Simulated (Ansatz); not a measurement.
Structures of equal composition on the (111) surface of fcc Ir: a pseudomorphic layer of Rh in the host's stacking; a pseudomorphic layer of Rh in the other hollow. The slabs share one bottom face, and each structure is named by its start. These are constructed structures in small cells; real faces may alloy, dewet or reconstruct in larger ones, and not all known structures of the face are among them. Slabs of about 11 Å, Fermi-Dirac smearing of 0.1 eV. Bottom of the slabs: a bare face, its two planes held. Relaxed from the named starts with such symmetry as they have, on meshes of like density; energies extrapolated to zero smearing; spin only where a row says so; no spin-orbit coupling, no U. Brackets mark spin-polarised runs, whose order is one that fits the cell.

All values below come from PBE (plane waves to 420 eV, PAW; Ansatz, an electronic-structure program).

### Question
Rank these by energy per 1x1 cell (lowest first), as PBE gives it.

### Answer
a pseudomorphic layer of Rh in the host's stacking (0.000 eV), a pseudomorphic layer of Rh in the other hollow (0.091 eV)
